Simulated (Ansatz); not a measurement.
The parent structure is BeTe in the zinc blende structure (space group F-43m, No. 216; a = 5.604 Å).

One thing is altered: every Te is replaced by S, then cell and atoms are relaxed.

Levels (all Ansatz, a program for electronic structure, PAW): PBEsol (420 eV, scalar-relativistic without spin-orbit coupling); r2SCAN (500 eV, scalar-relativistic without spin-orbit coupling); HSE06 (420 eV, without spin-orbit coupling).

One geometry, relaxed with PBEsol, under each level:

Notes on the quantities. hole mass: degenerate bands, along [100].

```csv
level,band gap,lowest conduction level above the VBM at special points,electron mass,hole mass,pressure
PBEsol,2.91 eV,X 2.91 eV; U 4.19 eV; K 4.19 eV; L 5.38 eV,"0.80 mₑ along k, 0.28 mₑ across (at X)","0.33, 0.55, 0.55 mₑ (at Γ)",0.00 GPa
r2SCAN,…,…,…,…,…
HSE06,4.04 eV,X 4.04 eV; U 5.37 eV; K 5.37 eV; Γ 6.87 eV,–,–,–
```

Task: Give the withheld r2SCAN results.

Result: 
- r2SCAN, band gap: 3.55 eV
- r2SCAN, lowest conduction level above the VBM at special points: X 3.55 eV; U 4.83 eV; K 4.83 eV; L 6.10 eV
- r2SCAN, electron mass: 0.78 mₑ along k, 0.28 mₑ across (at X)
- r2SCAN, hole mass: 0.34, 0.55, 0.55 mₑ (at Γ)
- r2SCAN, pressure: 1.91 GPa

Single points use the geometry relaxed with PBEsol. Their cutoffs differ, which shifts pressures a little. HSE06 gaps are upper bounds (no full band path). Masses are band curvatures over ±0.01 Å⁻¹ around the edge. Along k means along the line from Γ to the band edge. Stability against distortions was not tested.
